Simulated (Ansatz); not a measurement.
Take Si in the diamond structure (space group Fd-3m, No. 227) as the base.

```
Si
1.0
    0.00000     2.72216     2.72216
    2.72216     0.00000     2.72216
    2.72216     2.72216     0.00000
Si
2
Direct
  0.50000   0.50000   0.50000
  0.75000   0.75000   0.75000
```

All numbers come from r2SCAN (Ansatz, a quantum-chemistry and plane-wave program; PAW; 500 eV plane waves; without spin-orbit coupling).

One change was made to it. Results:

| quantity | base | after |
|---|---|---|
| hole mass (degenerate bands, along [100]) | 0.17, 0.25, 0.25 mₑ (at Γ) | 0.19, 0.24, 0.24 mₑ (at Γ) |
| volume per atom | 20.17 Å³ | 19.25 Å³ |

**Question.** Which of these changes matches the shifts?
A) pressure 5 GPa
B) pressure 0.7 GPa
C) pressure −2 GPa
D) pressure 10 GPa

**Answer.** A, pressure 5 GPa. For comparison, the hole mass in the other runs: pressure 10 GPa gives 0.20, 0.24, 0.24 mₑ (at Γ); pressure −2 GPa gives 0.16, 0.26, 0.26 mₑ (at Γ); pressure 0.7 GPa gives 0.17, 0.25, 0.25 mₑ (at Γ).

The levels and masses belong to the bands next to the band gap. Load acts through the strain it causes; cell and atoms are relaxed under it. Masses are band curvatures over ±0.01 Å⁻¹ around the edge. Stability against distortions was not tested. Tetrahedral semiconductors of this kind turn to denser phases somewhere between about 1 and 50 GPa; those were not computed, so compressed cells here can lie past the real transition.
